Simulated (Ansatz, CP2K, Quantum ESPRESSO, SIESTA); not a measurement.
**Code comparison for YAl3Ag (P1, 5 atoms in the cell)**

Self-consistent single point, at a second geometry (atoms moved at random). First geometry:

```
CELL_PARAMETERS angstrom
     -2.10990     2.11889     5.70845
      2.10990    -2.11889     5.70845
      2.10990     2.11889    -5.70845
ATOMIC_POSITIONS crystal
  Y  0.00014 0.00014 0.00000
  Al 0.24985 0.74985 0.50000
  Al 0.60966 0.60966 0.00000
  Al 0.39014 0.39014 0.00000
  Ag 0.75020 0.25020 0.50000
```

Second geometry:
```
CELL_PARAMETERS angstrom
     -2.10990     2.11889     5.70845
      2.10990    -2.11889     5.70845
      2.10990     2.11889    -5.70845
ATOMIC_POSITIONS crystal
  Y  0.99487 0.98858 0.98813
  Al 0.25997 0.74118 0.49433
  Al 0.60042 0.62229 0.01172
  Al 0.38912 0.40319 0.00874
  Ag 0.75561 0.24476 0.49707
```

Shared settings, as Ansatz (a first-principles code) writes them: kpoints.mp_grid.grid = 7 7 7; scf.occupations.method = fermi_dirac; scf.occupations.width = 0.05 eV. Potentials and cutoffs stand in the table.

```
code                                                                                                                                 model  ΔF from the first geometry (meV/atom)  pressure (GPa)  largest force (eV/Å)       cutoff
----------------  ------------------------------------------------------------------------------------------------------------------------  -------------------------------------  --------------  --------------------  -----------
Quantum ESPRESSO                                                                      LDA (PZ), PSlibrary ultrasoft (LDA) pseudopotentials                                   17.7           -7.16                 0.931        50 Ry
Ansatz                                                                                                 LDA (PW92), PAW files made with PBE                                   17.8           -6.76                 0.935       420 eV
CP2K                                                  LDA (Pade form), GPW, DZVP-MOLOPT-SR-GTH basis, GTH-PADE potentials (GTH_POTENTIALS)                                   16.5           -7.07                 0.857  grid 500 Ry
SIESTA            LDA PW92, numerical atomic orbitals DZP, PseudoDojo LDA standard norm-conserving potentials (rewritten from UPF to PSML)                                   18.5           -7.06                 0.983  grid 350 Ry
```

Size of the force on each atom (eV/Å): Sizes of forces hide their directions.

```csv
code,Y1,Al2,Al3,Al4,Ag5
Quantum ESPRESSO,0.320,0.557,0.931,0.720,0.219
Ansatz,0.320,0.557,0.935,0.724,0.216
CP2K,0.311,0.541,0.857,0.658,0.216
SIESTA,0.289,0.587,0.983,0.764,0.222
```

The spread over the programs that give each value: ΔF from the first geometry within 2.0 meV/atom; pressure within 0.40 GPa; largest force within 0.126 eV/Å.

CP2K and SIESTA use small atom-centred bases, whose incompleteness enters pressures, forces and empty levels differently from a plane-wave cutoff. Ansatz's pressure is given at a fixed set of plane waves, as the other plane-wave codes print theirs. The same LDA comes in different parametrisations, which differ slightly. In the force vectors, CP2K (by 0.085) lies more than 0.08 eV/Å from the median of the plane-wave programs.

The starting cell comes from a database of computed structures (which also holds hypothetical and non-ambient phases and stackings), without a prior relaxation at this level. Its lattice was rescaled by a random factor within 2.5 % of one. For this run, on top of that: atoms moved at random.

Keys are those of Ansatz 0.2.
